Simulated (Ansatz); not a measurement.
**NbN: pressure 7 GPa**

Base system: NbN in the rock salt structure (space group Fm-3m, No. 225; a = 4.421 Å).

One thing is altered: a hydrostatic pressure of 7 GPa.

Computed with PBE/PAW in Ansatz (a quantum-chemistry and plane-wave program), no SOC, earlier PAW set. Γ-centred 18×18×18 mesh, Fermi–Dirac width 0.05 eV.

```json
[
 {"quantity": "volume per atom", "base": "10.80 Å³", "changed": "10.57 Å³", "shift": "-0.23 Å³"},
 {"quantity": "density", "base": "8.22 g/cm³", "changed": "8.40 g/cm³", "shift": "+0.18 g/cm³"},
 {"quantity": "lattice parameter a", "base": "8.355 bohr", "changed": "8.295 bohr", "shift": "-0.060 bohr"},
 {"quantity": "shortest interatomic distance", "base": "4.177 bohr", "changed": "4.147 bohr", "shift": "-0.030 bohr"},
 {"quantity": "band gap", "base": "zero", "changed": "zero", "shift": "–"}
]
```

Final structure:

```
CELL_PARAMETERS angstrom
      0.00000     2.19464     2.19464
      2.19464     0.00000     2.19464
      2.19464     2.19464     0.00000
ATOMIC_POSITIONS crystal
  N  0.00000 0.00000 0.00000
  Nb 0.50000 0.50000 0.50000
```

Load acts through the strain it causes; cell and atoms are relaxed under it. No phonon test of stability was made. Competing high-pressure phases were not computed. The final runs are not spin-polarised.
